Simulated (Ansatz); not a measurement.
An Ansatz (a quantum-chemistry and plane-wave program) input (PBE, PAW, 420 eV (Ansatz; without spin-orbit coupling), earlier PAW set):

Ansatz 0.2 input:
```yaml
crystal:
  lattice:
    - [0, 2.8640716839, 2.8640716839]
    - [2.8640716839, 0, 2.8640716839]
    - [2.8640716839, 2.8640716839, 0]
  atoms:
    - { symbol: As, position: [0.75, 0.75, 0.75] }
    - { symbol: Al, position: [0, 0, 0] }
basis: { ecutwfc: 420, ecutrho_ratio: 4, xc_grid: 2, fft_grid_basis: typed }
kpoints: { mp_grid: { grid: [10, 10, 10] } }
hamiltonian:
  xc: pbe
  dispersion: none
  pseudopotentials: { azcp: { folder: ./paw }, kind: paw }
scf: { occupations: { method: fermi_dirac, width: 0.05 }, convergence: { dr2_threshold: 0.0000000002 } }
output: { forces: true, stress: true }
checkpoint: { write: state.ck, write_every: 1000 }
```

Which symmetry and how many k-points will the program report, and about how many plane waves at Γ?

Space group F-43m (ITA 216) with 24 operations, k-points 47 of 1000, and 941 plane waves at Γ.

Stability against distortions was not tested. The cell was made from GaAs by this change: Ga → Al.
